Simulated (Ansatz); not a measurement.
Base system: WTe2 (space group Fm-3m, No. 225; a hypothetical phase, not in the database extracts checked; relaxed with 0.1 eV smearing).

```yaml
crystal:
  lattice:
    - [0.00000, 3.28601, 3.28601]
    - [3.28601, 0.00000, 3.28601]
    - [3.28601, 3.28601, 0.00000]
  atoms:
    - { symbol: W, position: [0.00000, 0.00000, 0.00000] }
    - { symbol: Te, position: [0.25000, 0.25000, 0.25000] }
    - { symbol: Te, position: [0.75000, 0.75000, 0.75000] }
```

Cartesian axes are those of the cell as printed.

Computed with PBEsol (Ansatz, a first-principles code), scalar-relativistic without spin-orbit coupling.

Perturbation: uniaxial strain ε_yy = +2.58 %, all other strain components held at zero, atoms relaxed at fixed cell.

**Question.** Predict the stress tensor and what it implies for the stiffness.

**Answer.** Stress of the strained cell less that of the base (GPa, compression positive):
```
   -1.9     0.0     0.0
    0.0    -4.2     0.0
    0.0     0.0    -1.9
```

Then −Δσ_ii/ε with ε = 0.0258 gives secant stiffness values (nonlinear terms included at this strain): C22 ≈ 162 GPa, C12 ≈ 75 GPa and C23 ≈ 75 GPa.

As a check, the harmonic strain energy −½ V₀ Δσ:ε is 7.9 meV/atom; the computed energy rise is 7.9 meV/atom.

Stability against distortions was not tested. All final runs are without spin polarisation. WTe2 has a high density of states at the Fermi level and may be magnetic at this level.
